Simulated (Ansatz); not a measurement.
Worked example: self-consistent single point of CuAu (P4mm, 2 atoms in the cell) in Ansatz (an electronic-structure program).

Level of theory: PBEsol, default PAW files made with PBE (plane waves; Ansatz).

The change in words: lattice scaled by 0.98; basis.ecutwfc: 420 eV → 335 eV. Reference geometry:
```
CuAu
1.0
    2.81400     0.00000     0.00000
    0.00000     2.81400     0.00000
    0.00000     0.00000     3.68835
Cu Au
1 1
Direct
  0.00000   0.00000   0.01356
  0.50000   0.50000   0.50000
```

Reference input (self-consistent single point, DFT, PBEsol, plane waves, default PAW files made with PBE): basis.ecutwfc = 420 eV; kpoints.mp_grid.grid = 12 12 9; hamiltonian.xc = pbesol; hamiltonian.pseudopotentials = {kind: paw} (the program's default PAW files); scf.occupations.method = fermi_dirac; scf.occupations.width = 0.1 eV. This run's input differs from it in these lines:

Ansatz 0.2 input:
```diff
@@ -3,5 +3,5 @@
   lattice:
-    - [2.81400000, 0.00000000, 0.00000000]
-    - [0.00000000, 2.81400000, 0.00000000]
-    - [0.00000000, 0.00000000, 3.68835000]
+    - [2.75772000, 0.00000000, 0.00000000]
+    - [0.00000000, 2.75772000, 0.00000000]
+    - [0.00000000, 0.00000000, 3.61458300]
   atoms:
@@ -10,3 +10,3 @@
 basis:
-  ecutwfc: 420.0 eV
+  ecutwfc: 335.0 eV
 kpoints:
```

Output (repeated stretches shortened):

```
SCF iter   1: F=—  HF=-19595.926594 eV  |F-HF|=—  |Δ(HF+E_count)|=         —  Δρ=1.65e-2  dr2=4.45e-2  ethr=1.77e-3  ⟨swp⟩=4.7  Hψ=11791  notcnv=0
all-band conjugate gradients solve this SCF's bands
preconditioner: auto → Kerker (q_TF=auto, 2.880 Å⁻¹)
SCF iter   2: F=—  HF=-19595.914120 eV  |F-HF|=—  |Δ(HF+E_count)|=   1.25e-2  Δρ=2.89e-3  dr2=1.67e-3  ethr=1.17e-4  ⟨swp⟩=2.0  Hψ=5630  notcnv=0  defer=4
   [... lines left out ...]
SCF iter   4: F=—  HF=-19595.913800 eV  |F-HF|=—  |Δ(HF+E_count)|=   4.34e-5  Δρ=6.15e-4  dr2=8.35e-5  ethr=9.70e-7  ⟨swp⟩=1.2  Hψ=3244  notcnv=0  defer=4
SCF iter   5: F=—  HF=-19595.913779 eV  |F-HF|=—  |Δ(HF+E_count)|=   2.09e-5  Δρ=1.34e-4  dr2=4.48e-6  ethr=2.20e-7  ⟨swp⟩=2.0  Hψ=3992  notcnv=0  defer=4
SCF iter   6: F=—  HF=-19595.913778 eV  |F-HF|=—  |Δ(HF+E_count)|=   7.12e-7  Δρ=2.79e-5  dr2=2.36e-7  ethr=1.18e-8  ⟨swp⟩=2.2  Hψ=4125  notcnv=0  defer=4
SCF iter   7: F=-19595.913778 eV  HF=-19595.913778 eV  |F-HF|=2.84e-9  |Δ(HF+E_count)|=   5.17e-8  Δρ=3.26e-6  dr2=4.46e-9  ethr=2.63e-10  ⟨swp⟩=4.2  Hψ=11282  notcnv=0
SCF 1 converged in 7 iterations: F = -19595.913778 eV  dr2 = 4.46e-9
Free energy (F): -19595.913778 eV
Internal energy: -19595.893299 eV  (E = F + TS)
E sigma→0 (E₀):  -19595.903539 eV
Entropy (-TS):   -0.020479 eV (-10.240 meV/atom)
Fermi energy:    20.249191 eV
--- Forces (eV/Å), atoms counted from 1 ---
  atom   1  Cu    -0.00000000     0.00000000    -0.43266671
  atom   2  Au     0.00000000     0.00000000     0.43266923
--- Stress (GPa, compression-positive) ---
        7.233090       0.000000       0.000000
        0.000000       7.233090       0.000000
        0.000000       0.000000       5.881064
  P = ⅓ Tr σ = 6.7824 GPa (67.824 kbar)
  The stress holds the Pulay correction. Without it, at fixed plane waves, as pw.x and ABINIT print it: P = 2.8092 GPa
```

The run converged in 7 iterations. Against the reference run the free energy goes up by 28.8 meV/atom, the pressure goes from -4.00 to 6.78 GPa and the largest force goes from 0.313 to 0.433 eV/Å.

The starting cell has typed, rounded lattice constants, without a prior relaxation at this level. Its lattice was rescaled by up to half a per cent. One atom was moved a little off its site on purpose. For this run, on top of that: lattice scaled by 0.98. Spin polarisation is off. Ansatz's pressure includes its estimate of the finite-basis (Pulay) stress. Without the estimate this run gives 2.81 GPa. The cutoff lies below the one recommended for these files.
